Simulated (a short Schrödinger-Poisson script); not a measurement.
Structure: MOS inversion layer, Si3N4 on p-type Si(110), at 300 K.

From the gate side: 3.7 nm Si3N4; 680 nm Si, acceptors 4e17 cm⁻³.

Constants are typed, rounded textbook-type inputs, not results; the design itself was drawn at random and stands for no fabricated device. Si3N4: permittivity 7.5, conduction-band edge (eV) 1.95, gap (eV) 5.1, electron mass (mₑ) 0.5. Si: permittivity 11.7, conduction-band edge (eV) 0, gap (eV) 1.124, Nv at 300 K (cm⁻³) 3.1e19.

Channel valleys (confinement mass, in-plane density-of-states mass, number): Δ4 0.315, 0.324, 4; Δ2 0.19, 0.417, 2. At the gate the conduction-band edge of layer 1 lies 2.21 eV − eVg above the Fermi level of the channel; the field vanishes at the back. Gaps are held at their typed values at every temperature. Mesh 0.03 nm at interfaces.

Solved with a short Schrödinger-Poisson script written for these runs: 1D Poisson equation in equilibrium, electrons quantum, Hartree (BenDaniel-Duke, 12 states a valley, the channel's in-plane mass for all, wave functions free to enter the dielectric), parabolic valleys, classical holes, full ionisation, no traps, pinning or gate leakage.

```tsv
Vg (V)	electrons (cm⁻²)	C (μF/cm²)	Δ4 E0 (meV from the Fermi level)	Δ2 E0 (meV from the Fermi level)
0.3	1.18e9	0.184	251.4	266.1
0.4	3.01e10	0.299	167.5	182.7
0.5	3.07e11	0.842	107.1	122.8
0.6	9.18e11	1.15	78.1	94.6
0.7	1.67e12	1.28	61.9	79.1
0.8	2.49e12	1.35	50.8	68.8
0.9	3.34e12	1.39	42.5	61.2
1	4.22e12	1.42	35.7	55.0
1.1	5.11e12	1.45	29.9	49.9
1.2	6.02e12	1.47	24.9	45.5
1.3	6.95e12	1.48	20.5	41.6
1.4	7.88e12	1.50	16.5	38.1
1.5	8.82e12	1.51	12.8	35.0
1.6	9.76e12	1.52	9.4	32.0
1.7	1.07e13	1.53	6.2	29.3
1.8	1.17e13	1.54	3.2	26.8
1.9	1.26e13	1.55	0.4	24.4
2	1.36e13	1.55	-2.3	22.1
```

Gate voltages with under 1e9 electrons/cm² are left out.

Problem. At Vg = 2 V the lowest Δ4 subband lies at -2.3 meV from the Fermi level. How many electrons does it hold, and what share of all?

Solution. The two-dimensional density of states is g m/(πħ²) = 5.41e11 cm⁻² meV⁻¹ (both spins), kT = 25.9 meV, so n = D kT ln(1 + exp(−E/kT)) = 1.03e13 cm⁻², 0.76 of the 1.36e13 cm⁻² in all.

Problem. Compare the slope of the sheet density between 1.8 and 2 V with the geometric capacitance of the layers between gate and channel.

Solution. q Δn/ΔV = 1.52 μF/cm²; ε0/Σ(t/ε) = 1.79 μF/cm². The ratio is 0.85: the channel acts as a further capacitance in series.
